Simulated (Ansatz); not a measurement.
```
CELL_PARAMETERS angstrom
      3.02478     0.00000     0.00000
     -1.51239     2.61954     0.00000
      0.00000     0.00000     3.21317
ATOMIC_POSITIONS crystal
  Ti 0.00000 0.00000 0.00000
  B  0.33333 0.66667 0.50000
  B  0.66667 0.33333 0.50000
```

No spin polarisation.

A single point on TiB2 with a change (pressure 2.1 GPa), its geometry relaxed with PBE.

The values are results of r2SCAN (Ansatz, an electronic-structure program; PAW; 500 eV plane waves; no SOC), not measurements. k-mesh 18×18×14 (Γ-centred); smearing 0.05 eV (Fermi–Dirac).

Problem. What is the computed band gap?

Solution. Zero.

Problem. What is the computed pressure?

Solution. 0.6 GPa.

Single points use the geometry relaxed with PBE. Load acts through the strain it causes; cell and atoms are relaxed under it. Stability against distortions was not tested. All final runs are without spin polarisation. The cell was made from TiB₂ (space group P6/mmm, No. 191) by this change: pressure 2.1 GPa.
